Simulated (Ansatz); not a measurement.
Abridged Ansatz (a first-principles code) output:

```
Pseudopotential: Mo, paw, valence charge 14
Pseudopotential: Si, paw, valence charge 4
Crystal: 3 atoms, lattice volume = 39.797 Å³
Basis set: ecut = 420 eV, 769 PW (Γ), exchange–correlation on 64×64×64 points (8 copies of the dense FFT grid, shifted against one another)
Bands: 15, of which v1, the nominal top of the filled ones, is band 11 counted from 1 (10 counted from 0)
Symmetry: 16 space group operations
k-points: 641 of 8000
Functional: x = pbesol(κ = 0.804, μ = 0.12345679012345678), c = pbesol(β = 0.046)
SCF iter   1: F=—  HF=-6142.269578 eV  |F-HF|=—  |Δ(HF+E_count)|=         —  Δρ=5.22e-3  dr2=7.82e-3  ethr=1.77e-3  ⟨swp⟩=5.4  Hψ=55353  notcnv=0
SCF iter   2: F=—  HF=-6142.268139 eV  |F-HF|=—  |Δ(HF+E_count)|=   1.44e-3  Δρ=2.64e-3  dr2=1.86e-3  ethr=3.56e-5  ⟨swp⟩=1.3  Hψ=15404  notcnv=0
SCF 1 converged in 7 iterations: F = -6142.267668 eV  dr2 = 6.73e-11
SCF converged after 7 iterations
Free energy (F): -6142.267668 eV
Internal energy: -6142.265774 eV  (E = F + TS)
E sigma→0 (E₀):  -6142.266721 eV
Entropy (-TS):   -0.001894 eV (-0.631 meV/atom)
Fermi energy:    16.076847 eV
--- Forces (eV/Å), atoms counted from 1 ---
  atom   1  Mo    -0.00000000    -0.00000000    -0.00000000
  atom   2  Si     0.00000000     0.00000000     0.00001030
  atom   3  Si     0.00000000     0.00000000    -0.00001030
--- Stress (GPa, compression-positive) ---
        0.000629      -0.000000       0.000000
       -0.000000       0.000629       0.000000
        0.000000       0.000000      -0.000782
  P = ⅓ Tr σ = 0.0002 GPa (0.002 kbar)
```

What was computed, and what are the main results?

MoSi2, 3 atoms in the cell, with PBEsol (Ansatz), no spin-orbit coupling. The last SCF converged to F = -6142.267668 eV, or -2047.4226 eV per atom, at a pressure of 0.00 GPa. The total energy compares only with runs of the same code, potentials and settings.

Stability against distortions was not tested. All final runs are without spin polarisation. The cell is MoSi2 (space group I4/mmm, No. 139).
